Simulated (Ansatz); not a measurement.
The reference is GaN in the NiAs type structure (space group P6_3/mmc, No. 194; a = 2.9687 Å, c = 5.0409 Å; a model cell, its experimental status unchecked).

Modification: the cell is scaled by 1.0074 in all directions; the atoms relax in the strained cell.

Levels (all Ansatz, a first-principles code, PAW): PBEsol (420 eV, no SOC); r2SCAN (500 eV, no SOC); HSE06 (420 eV, spin-orbit coupling left out).

One geometry, relaxed with PBEsol, under each level:

```csv
level,band gap,lowest conduction level above the VBM at special points,electron mass,pressure
PBEsol,1.08 eV,K 1.08 eV; Γ 1.36 eV; L 2.80 eV; M 3.44 eV,"0.22 mₑ along c, 0.32 mₑ across (at K)",-4.63 GPa
r2SCAN,1.73 eV,K 1.73 eV; Γ 1.84 eV; L 3.41 eV; M 4.00 eV,"0.23 mₑ along c, 0.34 mₑ across (at K)",-5.47 GPa
HSE06,…,…,–,–
```

Problem. Give the withheld HSE06 results.

Solution. 
- HSE06, band gap: 2.49 eV
- HSE06, lowest conduction level above the VBM at special points: K 2.49 eV; Γ 2.59 eV; L 4.14 eV

Single points use the geometry relaxed with PBEsol. Their cutoffs differ, which shifts pressures a little. HSE06 was sampled on its mesh, a few special points and the semilocal edge points, so its gap is an upper bound. Masses are band curvatures over ±0.01 Å⁻¹ around the edge. Stability against distortions was not tested. This is not the structure that GaN has at room temperature and ambient pressure.
